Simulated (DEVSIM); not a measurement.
abrupt CdTe n-p junction

Structure: abrupt CdTe n-p junction, at 300 K.

```
layer (left to right)  material  thickness (μm)  Nd (cm⁻³)  Na (cm⁻³)  τn (s)  τp (s)
---------------------  --------  --------------  ---------  ---------  ------  ------
1                          CdTe            2.40     1.3e16          -  2.9e-9  2.9e-9
2                          CdTe            26.0          -     2.2e14  2.9e-9  2.9e-9
```

Left contact: ohmic. Right contact: ohmic. Voltage is applied to the left contact. Recombination: SRH at mid-gap, radiative, Auger. Mobility is constant in doping.

Constants are typed, rounded textbook-type inputs, not results; the design itself was drawn at random and stands for no fabricated device. Values at 300 K.

| parameter | CdTe |
|---|---|
| gap (eV) | 1.5 |
| affinity (eV) | 4.28 |
| permittivity | 10.2 |
| Nc (cm⁻³) | 8e17 |
| Nv (cm⁻³) | 1.8e19 |
| μn (cm²/Vs) | 1000 |
| μp (cm²/Vs) | 80 |
| B (cm³/s) | 1e-10 |
| Cn (cm⁶/s) | 1e-30 |
| Cp (cm⁶/s) | 1e-30 |

DEVSIM, 1D drift-diffusion, Boltzmann statistics, complete ionisation; no tunnelling, impact ionisation, image-force lowering or self-heating.

| Quantity | Value |
|---|---|
| Potential step across the device at zero bias | 1.101 V |
| Largest field in the device at zero bias | 10000 V/cm |
| Dark forward voltage at 1 A/cm² | 1.625 V |

Dark reverse current:

```json
[
 {"V (V)": "0.10", "J (A/cm²)": "5.6e-10"},
 {"V (V)": "0.25", "J (A/cm²)": "1.1e-9"},
 {"V (V)": "0.50", "J (A/cm²)": "1.9e-9"},
 {"V (V)": "0.75", "J (A/cm²)": "2.6e-9"},
 {"V (V)": "1.00", "J (A/cm²)": "3.2e-9"},
 {"V (V)": "1.50", "J (A/cm²)": "4.4e-9"},
 {"V (V)": "2.00", "J (A/cm²)": "5.3e-9"},
 {"V (V)": "2.50", "J (A/cm²)": "6.2e-9"},
 {"V (V)": "3.25", "J (A/cm²)": "7.4e-9"},
 {"V (V)": "4.00", "J (A/cm²)": "8.5e-9"},
 {"V (V)": "5.00", "J (A/cm²)": "9.8e-9"}
]
```

Dark forward current:

(V (V), J (A/cm²)): (-0.05, -6.6e-10); (-0.10, -2.3e-9); (-0.20, -1.9e-8); (-0.25, -5.2e-8); (-0.35, -3.9e-7); (-0.40, -1.1e-6); (-0.45, -3.0e-6); (-0.55, -2.3e-5); (-0.60, -6.6e-5); (-0.70, -0.00057); (-0.75, -0.0018); (-0.80, -0.0059); (-0.90, -0.043); (-0.95, -0.080); (-1.05, -0.18); (-1.10, -0.23); (-1.20, -0.35); (-1.25, -0.42); (-1.30, -0.49); (-1.40, -0.63); (-1.45, -0.71); (-1.55, -0.87); (-1.60, -0.96); (-1.65, -1.0); (-1.75, -1.2); (-1.80, -1.3); (-1.90, -1.5); (-1.95, -1.7)
